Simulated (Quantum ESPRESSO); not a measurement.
Quantum ESPRESSO run on ScBPt3 (Pm-3m, 5 atoms in the cell): self-consistent single point.

Computed with PBEsol, PseudoDojo standard norm-conserving (PBESOL) pseudopotentials (plane waves; Quantum ESPRESSO).

```
CELL_PARAMETERS angstrom
      4.27026     0.00000     0.00000
      0.00000     4.27026     0.00000
      0.00000     0.00000     4.27026
ATOMIC_POSITIONS crystal
  Sc 0.00000 0.00000 0.00000
  B  0.50000 0.50000 0.50000
  Pt 0.00000 0.50000 0.50000
  Pt 0.50000 0.00000 0.50000
  Pt 0.50000 0.50000 0.00000
```

Reference input (self-consistent single point, DFT, PBEsol, plane waves, PseudoDojo standard norm-conserving (PBESOL) pseudopotentials): ecutwfc = 85 Ry; occupations = smearing; smearing = gauss; degauss = 0.0036749 Ry; potentials = {Sc: Sc.upf, B: B.upf, Pt: Pt.upf}; K_POINTS = automatic 5 5 5 0 0 0; conv_thr = 1e-10 Ry; mixing_beta = 0.7. This run's input differs from it in these lines:

```diff
@@ -33,3 +33,3 @@
 K_POINTS automatic
-5 5 5  0 0 0
+6 6 6  0 0 0
 CELL_PARAMETERS angstrom
```

The program printed (abridged):

```
     Self-consistent Calculation

     iteration #  1     ecut=    85.00 Ry     beta= 0.70

---- Real-time Memory Report at c_bands before calling an iterative solver
           171 MiB given to the printing process from OS
           133 MiB allocation reported by mallinfo(arena+hblkhd)
------------------

     Threshold (ethr) on eigenvalues was too large:
     Diagonalizing with lowered threshold

---- Real-time Memory Report at c_bands before calling an iterative solver
           186 MiB given to the printing process from OS
           140 MiB allocation reported by mallinfo(arena+hblkhd)
------------------

   [... lines left out ...]

---- Real-time Memory Report at c_bands before calling an iterative solver
           202 MiB given to the printing process from OS
           171 MiB allocation reported by mallinfo(arena+hblkhd)
------------------

     total energy              =    -886.09138759 Ry
     estimated scf accuracy    <          2.6E-09 Ry

     iteration # 11     ecut=    85.00 Ry     beta= 0.70

---- Real-time Memory Report at c_bands before calling an iterative solver
           203 MiB given to the printing process from OS
           173 MiB allocation reported by mallinfo(arena+hblkhd)
------------------
     End of self-consistent calculation

     the Fermi energy is    17.6910 ev

!    total energy              =    -886.09138759 Ry
     estimated scf accuracy    <          4.1E-11 Ry
     smearing contrib. (-TS)   =      -0.00030158 Ry
     internal energy E=F+TS    =    -886.09108601 Ry

     convergence has been achieved in  11 iterations

     Forces acting on atoms (cartesian axes, Ry/au):

     atom    1 type  1   force =     0.00000000    0.00000000    0.00000000
   [... zero for the other atoms too ...]

     Total force =     0.000000     Total SCF correction =     0.000000

          total   stress  (Ry/bohr**3)                   (kbar)     P=      -85.12
  -0.00057862   0.00000000   0.00000000          -85.12        0.00        0.00
   0.00000000  -0.00057862   0.00000000            0.00      -85.12        0.00
   0.00000000   0.00000000  -0.00057862            0.00        0.00      -85.12

   JOB DONE.
```

The run converged in 11 iterations. Against the reference run the free energy falls by 10.0 meV/atom and the pressure hardly changes (-8.44 to -8.51 GPa).

The starting cell comes from a database of computed structures (which also holds hypothetical and non-ambient phases and stackings), without a prior relaxation at this level. Its lattice was rescaled by a random factor within 2.5 % of one. Spin polarisation is off. With a pressure of about -9 GPa the cell is away from its equilibrium volume at this level.

Cost on one core of a shared machine: roughly 70 s.
